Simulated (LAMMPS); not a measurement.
An MD run on Al (fcc) with 90 % of Al sites Cu, 4000 atoms, at 920 K and 0 GPa, heated as the crystal.

Computed with classical MD, pair style eam/alloy, file AlCu.eam.alloy; code LAMMPS.

```
frequency (THz)  spectral density (1/THz), total  spectral density (1/THz), Al  spectral density (1/THz), Cu
---------------  -------------------------------  ----------------------------  ----------------------------
0.06850                                   0.0007                        0.0000                        0.0006
0.3420                                    0.0037                        0.0002                        0.0035
0.6155                                    0.0103                        0.0004                        0.0099
0.8895                                    0.0202                        0.0007                        0.0194
1.163                                     0.0305                        0.0011                        0.0294
1.437                                     0.0458                        0.0016                        0.0442
1.710                                     0.0653                        0.0023                        0.0630
1.984                                     0.0852                        0.0028                        0.0824
2.258                                     0.1113                        0.0033                        0.1079
2.531                                     0.1448                        0.0038                        0.1410
2.804                                     0.1750                        0.0044                        0.1705
3.079                                     0.1944                        0.0051                        0.1894
3.351                                     0.2075                        0.0054                        0.2020
3.625                                     0.2171                        0.0058                        0.2112
3.899                                     0.2212                        0.0061                        0.2151
4.172                                     0.2139                        0.0063                        0.2077
4.447                                     0.1937                        0.0061                        0.1876
4.720                                     0.1708                        0.0059                        0.1649
4.994                                     0.1560                        0.0061                        0.1499
5.267                                     0.1481                        0.0062                        0.1420
5.540                                     0.1459                        0.0059                        0.1400
5.815                                     0.1484                        0.0058                        0.1427
6.088                                     0.1474                        0.0060                        0.1414
6.361                                     0.1302                        0.0065                        0.1237
6.635                                     0.0998                        0.0073                        0.0925
6.909                                     0.0733                        0.0088                        0.0645
7.183                                     0.0566                        0.0107                        0.0459
7.456                                     0.0476                        0.0132                        0.0345
7.729                                     0.0434                        0.0158                        0.0276
8.003                                     0.0439                        0.0198                        0.0241
8.277                                     0.0481                        0.0256                        0.0225
8.550                                     0.0501                        0.0294                        0.0207
8.824                                     0.0438                        0.0262                        0.0176
9.098                                     0.0332                        0.0195                        0.0137
9.372                                     0.0253                        0.0147                        0.0107
9.645                                     0.0197                        0.0111                        0.0086
9.918                                     0.0150                        0.0081                        0.0070
10.19                                     0.0115                        0.0058                        0.0057
10.47                                     0.0090                        0.0042                        0.0048
10.74                                     0.0070                        0.0030                        0.0040
11.01                                     0.0056                        0.0022                        0.0034
11.29                                     0.0048                        0.0019                        0.0029
11.56                                     0.0042                        0.0018                        0.0024
11.83                                     0.0036                        0.0016                        0.0020
12.11                                     0.0031                        0.0014                        0.0018
12.38                                     0.0027                        0.0012                        0.0015
12.65                                     0.0022                        0.0010                        0.0013
12.93                                     0.0019                        0.0009                        0.0011
13.20                                     0.0017                        0.0008                        0.0009
13.48                                     0.0014                        0.0007                        0.0008
```

Main features:
- state found: crystal; no diffusion seen in 30 ps
- mean frequency of the velocity spectrum: 4.8 THz

Caution: the random arrangement on this lattice is imposed, and need not be a phase that exists in equilibrium. Caution: a run this short can hold a crystal over, or a liquid under, the potential's melting point.
